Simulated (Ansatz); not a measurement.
The starting structures come from a database of crystals and need not be the phases stable at ambient conditions.

By PBEsol, the system below comes out a metal.

Here is the system:

```
CELL_PARAMETERS angstrom
      2.94061     0.00000     0.00000
      0.00000     2.94061     0.00000
      0.00000     0.00000     3.41097
ATOMIC_POSITIONS crystal
  Ti 0.50000 0.50000 0.50000
  Rh 0.00000 0.00000 0.00000
```

Space group of this cell: P4/mmm. The cell is taken as given; by PBEsol its mean pressure is -4.3 GPa.

The current runs along the normal of the first two printed vectors, the (001) plane. All runs by Ansatz (a program for electronic structure), plane waves and PAW, without spin-orbit coupling; the base is PBEsol.

```tsv
run	mean pressure (GPa)	G/A, both spins (10¹⁵ S/m²)
base	-4.3	1.34
all lengths scaled by 0.98	8.9	1.41
all lengths scaled by 1.02	-14.2	?
lengths across the current scaled by 0.98, ions clamped	4.1	?
lengths across the current scaled by 1.02, ions clamped	-11.1	1.31
lengths along the current scaled by 0.97, ions clamped	2.0	1.41
lengths along the current scaled by 1.03, ions clamped	-9.7	1.27
```

Q: What belongs in the gaps?

A: 
- all lengths scaled by 1.02, G/A, both spins (10¹⁵ S/m²): 1.26
- lengths across the current scaled by 0.98, ions clamped, G/A, both spins (10¹⁵ S/m²): 1.35
